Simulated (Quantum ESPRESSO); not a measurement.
Input and output of a self-consistent single point for TiB2 (P6/mmm, 3 atoms in the cell) (Quantum ESPRESSO).

Method of the run: PBE, SSSP 1.1.2 efficiency (PBE) pseudopotentials (plane waves; Quantum ESPRESSO).

```xyz
3
Lattice="2.9512 0.0000 0.0000 -1.4756 2.5558 0.0000 0.0000 0.0000 3.1490" Properties=species:S:1:pos:R:3 pbc="T T T"
Ti     0.0000     0.0000     0.0000
B      0.0000     1.7039     1.5745
B      1.4756     0.8519     1.5745
```

Reference input (self-consistent single point, DFT, PBE, plane waves, SSSP 1.1.2 efficiency (PBE) pseudopotentials): ecutwfc = 50 Ry; ecutrho = 400 Ry; occupations = smearing; smearing = methfessel-paxton; degauss = 0.0073499 Ry; potentials = {Ti: ti_pbe_v1.4.uspp.F.UPF, B: b_pbe_v1.4.uspp.F.UPF}; K_POINTS = automatic 10 10 8 0 0 0; conv_thr = 1e-10 Ry. This run's input differs from it in these lines:

```diff
@@ -14,4 +14,4 @@
    ntyp = 2
-   ecutwfc = 50
-   ecutrho = 400
+   ecutwfc = 30
+   ecutrho = 240
    occupations = 'smearing'
```

Output, abridged:

```
     Self-consistent Calculation

     iteration #  1     ecut=    30.00 Ry     beta= 0.70

     negative rho (up, down):  1.823E-03 0.000E+00

     total energy              =    -131.86190212 Ry
     estimated scf accuracy    <       0.74581730 Ry

     iteration #  2     ecut=    30.00 Ry     beta= 0.70

     negative rho (up, down):  1.311E-03 0.000E+00

     total energy              =    -131.59387001 Ry
     estimated scf accuracy    <       3.12438204 Ry

     iteration #  3     ecut=    30.00 Ry     beta= 0.70

     negative rho (up, down):  1.335E-03 0.000E+00

     total energy              =    -132.25573265 Ry
     estimated scf accuracy    <       0.05941285 Ry

   [... 7 blocks of this kind left out ...]

     iteration # 11     ecut=    30.00 Ry     beta= 0.70

     negative rho (up, down):  1.376E-03 0.000E+00

     total energy              =    -132.25838781 Ry
     estimated scf accuracy    <          3.2E-09 Ry

     iteration # 12     ecut=    30.00 Ry     beta= 0.70

     negative rho (up, down):  1.376E-03 0.000E+00
     End of self-consistent calculation

     the Fermi energy is    16.3875 ev

!    total energy              =    -132.25838781 Ry
     estimated scf accuracy    <          2.6E-11 Ry
     smearing contrib. (-TS)   =      -0.00008030 Ry
     internal energy E=F+TS    =    -132.25830751 Ry

     convergence has been achieved in  12 iterations

     negative rho (up, down):  1.376E-03 0.000E+00

     Forces acting on atoms (cartesian axes, Ry/au):

     atom    1 type  1   force =     0.00000000    0.00000000    0.00000000
   [... zero for the other atoms too ...]

     Total force =     0.000000     Total SCF correction =     0.000000

     negative rho (up, down):  1.376E-03 0.000E+00
          total   stress  (Ry/bohr**3)                   (kbar)     P=      205.03
   0.00150364   0.00000000   0.00000000          221.19        0.00        0.00
   0.00000000   0.00150364   0.00000000            0.00      221.19        0.00
   0.00000000   0.00000000   0.00117394            0.00        0.00      172.69

   JOB DONE.
```

The run converged in 12 iterations. Against the reference run the free energy goes up by 17.2 meV/atom and the pressure goes from 22.87 to 20.50 GPa.

The starting cell comes from a database of computed structures (which also holds hypothetical and non-ambient phases and stackings), without a prior relaxation at this level. Its lattice was rescaled by a random factor within 2.5 % of one. Spin polarisation is off.
